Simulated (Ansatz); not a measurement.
Results of BLYP in Ansatz (plane waves, PAW) for zinc-blende BeS.

Run with plane-wave cutoff 520 eV, 12×12×12 k mesh, Fermi–Dirac smearing 0.01 eV, scalar-relativistic PAW data made under PBE.

Computed at the level's own relaxed cell.

```yaml
crystal:
  lattice:
    - [0.00000, 2.46456, 2.46456]
    - [2.46456, 0.00000, 2.46456]
    - [2.46456, 2.46456, 0.00000]
  atoms:
    - { symbol: Be, position: [0.00000, 0.00000, 0.00000] }
    - { symbol: S, position: [0.25000, 0.25000, 0.25000] }
```

### Question
List the 5 lowest band energies at Γ above −25 eV (eV, relative to the valence band maximum), grouping those that round alike.

### Answer
At Γ: -13.31, 0.00 (×3), 5.69.

Ansatz is a quantum-chemistry and plane-wave program.
